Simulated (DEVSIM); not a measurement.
Device: CdTe p-n junction from an implanted or diffused profile, at 300 K.

| layer (left to right) | material | thickness (μm) | Nd (cm⁻³) | τn (s) | τp (s) |
|---|---|---|---|---|---|
| 1 | CdTe | 8.60 | 1.3e15 | 1.1e-9 | 1.1e-9 |

Added acceptor profile: 2e17 cm⁻³ × exp(−(x − 0 μm)²/(2·(0.024 μm)²)). Left contact: ohmic. Right contact: ohmic. Voltage is applied to the left contact. Recombination: SRH at mid-gap. Mobility is μmin + (μ − μmin)/(1 + (N/Nref)^α).

The device is made up for the run: typed textbook-type constants, with dimensions and the other settings drawn at random. Values at 300 K.

```csv
parameter,CdTe
gap (eV),1.5
affinity (eV),4.28
permittivity,10.2
Nc (cm⁻³),8e17
Nv (cm⁻³),1.8e19
μn (cm²/Vs),1000
μp (cm²/Vs),80
"μn,min",100
"μp,min",10
"Nref,n",1e17
"Nref,p",1e17
αn,0.6
αp,0.6
```

Simulated with DEVSIM: 1D drift-diffusion, Boltzmann statistics, complete ionisation; no tunnelling, impact ionisation, image-force lowering or self-heating.

### Question
Give the dark forward current.

### Answer

```json
[
 {"V (V)": "0.05", "J (A/cm²)": "6.9e-10"},
 {"V (V)": "0.15", "J (A/cm²)": "6.9e-9"},
 {"V (V)": "0.25", "J (A/cm²)": "5.3e-8"},
 {"V (V)": "0.35", "J (A/cm²)": "3.9e-7"},
 {"V (V)": "0.45", "J (A/cm²)": "2.9e-6"},
 {"V (V)": "0.55", "J (A/cm²)": "2.2e-5"},
 {"V (V)": "0.65", "J (A/cm²)": "0.00018"},
 {"V (V)": "0.75", "J (A/cm²)": "0.0015"},
 {"V (V)": "0.85", "J (A/cm²)": "0.014"},
 {"V (V)": "0.95", "J (A/cm²)": "0.18"},
 {"V (V)": "1.05", "J (A/cm²)": "2.7"},
 {"V (V)": "1.15", "J (A/cm²)": "14"},
 {"V (V)": "1.25", "J (A/cm²)": "33"},
 {"V (V)": "1.35", "J (A/cm²)": "56"},
 {"V (V)": "1.45", "J (A/cm²)": "81"},
 {"V (V)": "1.55", "J (A/cm²)": "110"},
 {"V (V)": "1.65", "J (A/cm²)": "130"},
 {"V (V)": "1.75", "J (A/cm²)": "160"},
 {"V (V)": "1.85", "J (A/cm²)": "190"},
 {"V (V)": "1.95", "J (A/cm²)": "220"}
]
```
